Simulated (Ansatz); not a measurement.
Cost and result by functional for the adsorption energy of H on the 1x1 (111) surface of fcc Pt, one in a 2x2 cell, started at the site 'top Pt', in Ansatz (plane waves, PAW). Single points on the PBE structure, on one kind of machine; costs are rough ratios of the slab run's core time (references not counted) to the cheapest single point. r2SCAN's cost holds its higher cutoff (500 against 420 eV). Differences are taken against r2SCAN for comparison alone: no measured value is at hand, so the table doesn't rank accuracy.

Set-up: 17 atoms, 6.9 Å thick at the start under the adsorbate (thin: gaps and levels are the slab's own); mesh 6x6x1; 0.1 eV smearing; dipole correction on; 8 atoms held, the rest relaxed; symmetry of the start imposed; no spin, no spin-orbit, no U, no dispersion correction. At the end it is bonded to Pt. In PBE it is, or lies within 0.03 eV of, the lowest of the starts that converged. These notes are the PBE run's. Adsorption energies are against ½ H2(g). A negative adsorption energy means that the adsorbate is more stable on the surface than in its reference.

| functional | relative cost | adsorption energy (eV) | less r2SCAN (eV) |
|---|---|---|---|
| RPBE | 1 | -0.31 | 0.21 |
| r2SCAN | 3 | -0.53 | 0.00 |
| PBE (the relaxed run's value) | – | -0.43 | 0.09 |

The values span 0.21 eV, while the single points' costs differ by a factor of roughly 3. Differences are of unrounded values.

Ansatz is an electronic-structure program.
